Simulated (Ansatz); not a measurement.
AuAl$_{2}$ (Fm-3m): band-structure transport figures

Input:

```
CELL_PARAMETERS angstrom
      0.00000     3.00050     3.00050
      3.00050     0.00000     3.00050
      3.00050     3.00050     0.00000
ATOMIC_POSITIONS crystal
  Al 0.25000 0.25000 0.25000
  Al 0.75000 0.75000 0.75000
  Au 0.00000 0.00000 0.00000
```

These are PBEsol, rigid bands (plane waves, PAW, scalar-relativistic; Ansatz, a quantum-chemistry and plane-wave program) values and carry that method's errors. Geometry: cell and atoms relaxed with PBEsol.

```yaml
density of states at the Fermi level: 0.909 states/(eV·cell), both spins
bare Sommerfeld coefficient: 0.71 mJ/(mol of atoms·K²)
drude_plasma_energy: 7.6 eV
root-mean-square Fermi velocity: 1.2e6 m/s
resistivity times τ: 8.4 ×10⁻²² Ω·m·s
```

A metal at this level (no band gap); rigid bands, thermally averaged at 300 K, both spins. Spin-orbit coupling is left out, which matters with elements this heavy. τ is one relaxation time for all states.
